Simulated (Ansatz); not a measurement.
# CdS, response to strain

Consider CdS in the wurtzite structure (space group P6_3mc, No. 186).

```xyz
4
Lattice="4.0741 0.0000 0.0000 -2.0371 3.5283 0.0000 0.0000 0.0000 6.6367" Properties=species:S:1:pos:R:3 pbc="T T T"
Cd     0.0000     2.3522     0.0025
Cd     2.0371     1.1761     3.3209
S      0.0000     2.3522     2.4995
S      2.0371     1.1761     5.8179
```

Cartesian axes are those of the cell as printed.

Strains are applied to the cell and any free atomic positions relax; under biaxial strain the out-of-plane vector relaxes too.

All numbers come from plane-wave PAW DFT at the LDA level (Ansatz, a quantum-chemistry and plane-wave program, 420 eV), no spin-orbit coupling.

Notes on the quantities. in-plane stress: mean in-plane stress (compression positive).

```csv
change,ratio −ε⊥/ε∥,in-plane stress
"biaxial strain +0.60 %, plane normal [001], relaxed out of plane",–,-0.6 GPa
"biaxial strain +1.20 %, plane normal [001], relaxed out of plane",0.97,-1.2 GPa
"biaxial strain +1.80 %, plane normal [001], relaxed out of plane",0.97,-1.8 GPa
"biaxial strain +2.40 %, plane normal [001], relaxed out of plane",0.98,-2.4 GPa
"biaxial strain +3.00 %, plane normal [001], relaxed out of plane",0.98,-2.9 GPa
```

Stability against distortions was not tested.
